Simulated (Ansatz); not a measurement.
The parent structure is BeSe in the zinc blende structure (space group F-43m, No. 216; a = 5.1289 Å).

Computed with plane-wave PAW DFT at the PBEsol level (Ansatz, a program for electronic structure, 420 eV), no spin-orbit coupling.

One change was made to it. Results:

The band gap decreases by 0.13 eV, from 2.47 eV to 2.34 eV; the shortest interatomic distance falls by 0.078 bohr to 4.119 bohr.

Task: Which of these changes matches the shifts?
A) pressure 0.7 GPa
B) pressure 1.5 GPa
C) pressure 5 GPa

Result: C, pressure 5 GPa. For comparison, the band gap in the other runs: pressure 0.7 GPa gives 2.45 eV; pressure 1.5 GPa gives 2.43 eV.

Load acts through the strain it causes; cell and atoms are relaxed under it. No phonon test of stability was made. Competing high-pressure phases were not computed.
